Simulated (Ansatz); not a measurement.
GaAs under load (space group P6_3mc), r2SCAN with spin-orbit coupling, rigid bands run with Ansatz (a quantum-chemistry and plane-wave program). Condition of this run: uniaxial stress along c of -2.4 GPa (compression positive) (the target of the relaxation). Band gap 0.71 eV, N_c = 3.23e17 cm⁻³ and N_v = 4.37e18 cm⁻³ at 300 K, conductivity masses along z (a = (3.98, 0.00, 0.00) Å; b = (-1.99, 3.44, 0.00) Å; c = (0.00, 0.00, 6.69) Å) of 0.0498 mₑ (electrons) and 0.962 mₑ (holes). Take k_BT = 0.02585 eV.

### Question
What thermal injection velocity √(2k_BT/πm) limits a ballistic channel along the direction named?

### Answer
2.41e7 cm/s for electrons and 5.49e6 cm/s for holes, a ratio of √(m_h/m_e) = 4.40, for dilute carriers.

### Question
Find the intrinsic carrier density and the intrinsic Fermi level.

### Answer
n_i = √(N_c N_v) exp(−E_g/2k_BT) = 1.19e18 × exp(−13.73) = 1.3e12 cm⁻³. The level lies (k_BT/2) ln(N_v/N_c) = 34 meV from mid-gap (positive towards the conduction band). Each 0.1 eV added to the gap lowers n_i by a factor of 6.9.

Rigid bands with the computed gap; masses take one relaxation time for all states. Geometry: cell and atoms relaxed with PBEsol.
